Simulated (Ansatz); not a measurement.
Phonon-limited resistivity of Ca₃GeN (Pm-3m) against temperature in μΩ·cm, PBEsol, DFPT electron-phonon coupling, linearised Boltzmann equation (Ansatz, an electronic-structure program), harmonic crystal at a fixed cell.

```
T               ρ
-----  ----------
50 K          4.7
77 K   (withheld)
100 K  (withheld)
150 K          31
200 K          44
250 K          56
273 K          62
300 K          68
```

Task: Some entries are withheld; supply them.

Result: 
- 77 K, ρ: 11.5
- 100 K, ρ: 17.6

A metal at this level (no band gap). Only scattering by harmonic phonons is included (no impurities, grain boundaries, electron-electron scattering or thermal expansion). Spin-orbit coupling is left out. Halving the electron mesh (20x20x20) moves the resistivity by up to 3 %. Smearing 0.20 eV; phonons on a 3x3x3 q mesh, which this run doesn't test and which matters most at low temperature.

Formula and space group known from diffraction (Crystallography Open Database), not checked to be the room-temperature form: Ca3GeN (Pm-3m).
